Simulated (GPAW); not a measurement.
GPAW run on Fe₇Co (Im-3m, 8 atoms in the cell): self-consistent single point.

Computed with LDA (Perdew-Wang 92), GPAW PAW datasets LDA (gpaw-data 1.0.1) (plane waves; GPAW).

```
Fe7Co
1.0
   -2.84309     2.84309     2.84309
    2.84309    -2.84309     2.84309
    2.84309     2.84309    -2.84309
Fe Co
7 1
Direct
  0.00000   0.50000   0.50000
  0.50000   0.00000   0.50000
  0.50000   0.50000   0.00000
  0.00000   0.00000   0.50000
  0.00000   0.50000   0.00000
  0.50000   0.50000   0.50000
  0.50000   0.00000   0.00000
  0.00000   0.00000   0.00000
```
Moments meant for the start (each program seeds them in its own way; μB, in the order of the atoms Fe Fe Fe Fe Fe Fe Fe Co): 4.0 4.0 4.0 4.0 4.0 4.0 4.0 3.0.

Reference input (self-consistent single point, DFT PBEsol, plane waves, GPAW PAW datasets PBEsol (made by gpaw-setup)): spinpol = true; mode = pw; ecut = 850 eV; xc = PBEsol; kpts = 6 6 6; mesh shift (steps) = 0 0 0; occupations.name = fermi-dirac; occupations.width = 0.1 eV; nbands = -16; convergence.density = 1e-05 e/electron; convergence.energy = 1e-05 eV/electron; symmetry.symmorphic = false. This run's input differs from it in these lines:

```diff
@@ -22,3 +22,3 @@
             mode=PW(850),
-            xc='PBEsol',
+            xc='LDA',
             kpts={'size': (6, 6, 6), 'gamma': True},
```

Its files differ too (potentials: GPAW PAW datasets LDA (gpaw-data 1.0.1)).

Log, with long lists cut:

```
     iter     time        total  log10-change:  magmom
                         energy   eigst   dens
iter:   1 --:--:--   -76.825577                   +31.0477
iter:   2 --:--:--   -79.337503   -0.47  -1.58    +24.0409
iter:   3 --:--:--   -80.304459   -1.24  -1.56    +17.9911
iter:   4 --:--:--   -79.925434   -1.29  -1.46    +17.6629
iter:   5 --:--:--   -80.225580   -1.84  -1.94    +17.6584
   [... 3 lines left out ...]
iter:   9 --:--:--   -80.010342   -2.93  -2.64    +17.6952
iter:  10 --:--:--   -80.004807   -3.80  -2.46    +17.7373
iter:  11 --:--:--   -79.996215   -3.14  -2.50    +17.7352
iter:  12 --:--:--   -79.996024   -4.26  -3.14    +17.6941
iter:  13 --:--:--   -79.996394c  -4.50  -3.33    +17.6299
iter:  14 --:--:--   -79.996323c  -4.42  -3.36    +17.5311
iter:  15 --:--:--   -79.996486c  -4.77  -3.45    +17.5535
iter:  16 --:--:--   -79.996362c  -4.95  -3.39    +17.5485
iter:  17 --:--:--   -79.996411c  -5.38  -3.57    +17.5574
   [... 7 lines left out ...]
iter:  25 --:--:--   -79.996416c  -6.61  -4.38    +17.5767
iter:  26 --:--:--   -79.996414c  -7.05  -4.59    +17.5768
iter:  27 --:--:--   -79.996415c  -7.03  -4.64    +17.5768
iter:  28 --:--:--   -79.996412c  -7.30  -4.89    +17.5769
iter:  29 --:--:--   -79.996407c  -7.40c -5.11c   +17.5771
Converged after 29 iterations.

Dipole moment: (0.000000, -0.000000, -0.000000) |e|*Ang

Total magnetic moment: (0.000000, 0.000000, 17.577127)
Local magnetic moments:
   0 Fe ( 0.000000,  0.000000,  2.181050)
   1 Fe ( 0.000000,  0.000000,  2.181050)
   2 Fe ( 0.000000,  0.000000,  2.181050)
   3 Fe ( 0.000000,  0.000000,  2.339839)
   4 Fe ( 0.000000,  0.000000,  2.339839)
   5 Fe ( 0.000000,  0.000000,  2.339839)
   6 Fe ( 0.000000,  0.000000,  2.339839)
   7 Co ( 0.000000,  0.000000,  1.727829)

Energy contributions relative to reference atoms: (reference = -279743.842298)

Kinetic:        +39.905827
Potential:      -32.762772
External:        +0.000000
XC:             -87.586245
Entropy (-ST):   -0.232197
Local:           +0.562882
SIC:             +0.000000
--------------------------
Free energy:    -80.112505
   [... lines left out ...]
Fermi level: 9.63960
No gap
   [... lines left out ...]
  2 Fe   -0.00000   -0.00000    0.00000
  3 Fe    0.00000   -0.00000    0.00000
  4 Fe    0.00000    0.00000    0.00000
  5 Fe   -0.00000   -0.00000    0.00000
  6 Fe   -0.00000   -0.00000    0.00000
  7 Co    0.00000   -0.00000    0.00000

Stress tensor:
     0.110961     0.000000     0.000000
     0.000000     0.110961     0.000000
     0.000000     0.000000     0.110961
Stress (GPa, Voigt): [17.7778 17.7778 17.7778  0.      0.      0.    ]
```

The run converged in 29 iterations. GPAW prints stress with tension positive. Against the reference run the pressure goes from -7.96 to -17.78 GPa and the size of the net moment goes from 2.24 to 2.20 μB/atom.

The starting cell comes from a database of computed structures (which also holds hypothetical and non-ambient phases and stackings), without a prior relaxation at this level. The magnetic order is the one reached from the typed start; others were not searched systematically. With a pressure of about -18 GPa the cell is away from its equilibrium volume at this level.

Cost on one core of a shared machine: roughly 10 min.
